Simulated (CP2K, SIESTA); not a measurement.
A SIESTA input for a self-consistent single point of SrMg3 (I4/mmm, 4 atoms in the cell) (DFT, LDA PW92, numerical atomic orbitals DZP, PseudoDojo LDA standard norm-conserving potentials (rewritten from UPF to PSML)):

```
# files in the folder: Sr.psml Mg.psml (PseudoDojo LDA standard)
SystemName  SrMg3
SystemLabel siesta

NumberOfAtoms                4
NumberOfSpecies              2
%block ChemicalSpeciesLabel
  1 38 Sr
  2 12 Mg
%endblock ChemicalSpeciesLabel
LatticeConstant              5.315708 Ang
%block LatticeVectors
    -0.519243156    0.519243156    0.678802711
     0.519243156   -0.519243156    0.678802711
     0.519243156    0.519243156   -0.678802711
%endblock LatticeVectors
AtomicCoordinatesFormat      Fractional
%block AtomicCoordinatesAndAtomicSpecies
     0.000000000    0.000000000    0.000000000  1
     0.500000000    0.500000000    0.000000000  2
     0.250000000    0.750000000    0.500000000  2
     0.750000000    0.250000000    0.500000000  2
%endblock AtomicCoordinatesAndAtomicSpecies

XC.functional                LDA
XC.authors                   PW92
PAO.BasisSize                DZP
PAO.EnergyShift              0.005 Ry
MeshCutoff                   400 Ry
%block kgrid.MonkhorstPack
    7   0   0  0.0
    0   7   0  0.0
    0   0   7  0.0
%endblock kgrid.MonkhorstPack
OccupationFunction           MP
OccupationMPOrder            0
ElectronicTemperature        0.2 eV

MaxSCFIterations             150
SCF.Mixer.Method             Pulay
SCF.Mixer.Weight             0.1
SCF.Mixer.History            6
SCF.DM.Tolerance             1.0E-04
Diag.ParallelOverK           true
WriteForces                  true
Charge.Mulliken              end
```

Task: Give the CP2K input for the same structure, mesh, smearing and functional.

Result: One input that does it (others would too):

```
&GLOBAL
  PROJECT bulk
  RUN_TYPE ENERGY_FORCE
  PRINT_LEVEL MEDIUM
&END GLOBAL
&FORCE_EVAL
  METHOD Quickstep
  STRESS_TENSOR ANALYTICAL
  &DFT
    BASIS_SET_FILE_NAME BASIS_MOLOPT
    POTENTIAL_FILE_NAME GTH_POTENTIALS
    &QS
      METHOD GPW
      EPS_DEFAULT 1E-10
    &END QS
    &MGRID
      CUTOFF 1000
      REL_CUTOFF 60
      NGRIDS 5
    &END MGRID
    &SCF
      SCF_GUESS ATOMIC
      EPS_SCF 1E-6
      MAX_SCF 100
      ADDED_MOS 8
      &DIAGONALIZATION
        ALGORITHM STANDARD
      &END DIAGONALIZATION
      &MIXING
        METHOD BROYDEN_MIXING
        ALPHA 0.3
        NBUFFER 8
        BETA 1
      &END MIXING
      &SMEAR ON
        METHOD GAUSSIAN
        SIGMA [eV] 0.2
      &END SMEAR
    &END SCF
    &KPOINTS
      SCHEME MONKHORST-PACK 7 7 7
    &END KPOINTS
    &XC
      &XC_FUNCTIONAL PADE
      &END XC_FUNCTIONAL
    &END XC
    &PRINT
      &MO
        EIGENVALUES T
        OCCUPATION_NUMBERS T
        NDIGITS 8
        FILENAME mo
        &EACH
          QS_SCF 0
        &END EACH
        ADD_LAST NUMERIC
      &END MO
      &MULLIKEN ON
      &END MULLIKEN
    &END PRINT
  &END DFT
  &SUBSYS
    &CELL
      A 5.31570800 0.00000000 0.00000000
      B -0.41703700 5.29932400 0.00000000
      C -2.44933500 -2.64966200 3.90343400
      PERIODIC XYZ
    &END CELL
    &COORD
      SCALED
      Sr       0.00000000     0.00000000     0.00000000
      Mg       0.50000000     0.50000000     0.00000000
      Mg       0.25000000     0.75000000     0.50000000
      Mg       0.75000000     0.25000000     0.50000000
    &END COORD
    &KIND Sr
      BASIS_SET DZVP-MOLOPT-SR-GTH
      POTENTIAL GTH-PADE-q10
    &END KIND
    &KIND Mg
      BASIS_SET DZVP-MOLOPT-SR-GTH
      POTENTIAL GTH-PADE-q10
    &END KIND
  &END SUBSYS
  &PRINT
    &FORCES ON
    &END FORCES
    &STRESS_TENSOR ON
    &END STRESS_TENSOR
  &END PRINT
&END FORCE_EVAL
```

Basis, cutoffs, solver keys and any potentials are the target program's own. This input uses DFT LDA (Pade form), GPW, DZVP-MOLOPT-SR-GTH basis, GTH-PADE potentials (GTH_POTENTIALS). LDA parametrisations can differ slightly between programs. Both were run: pressure 3.71 GPa in SIESTA and -0.28 in CP2K.

On CP2K: the starting cell comes from a database of computed structures (which also holds hypothetical and non-ambient phases and stackings), without a prior relaxation at this level. Its lattice was rescaled by a random factor within 2.5 % of one. For this run, on top of that: lattice scaled by 0.98. Values carry the incompleteness of an atom-centred basis.

On SIESTA: the starting cell comes from a database of computed structures (which also holds hypothetical and non-ambient phases and stackings), without a prior relaxation at this level. Its lattice was rescaled by a random factor within 2.5 % of one. For this run, on top of that: lattice scaled by 0.98. Values carry the incompleteness of an atom-centred basis. With a pressure of about 4 GPa the cell is away from its equilibrium volume at this level.
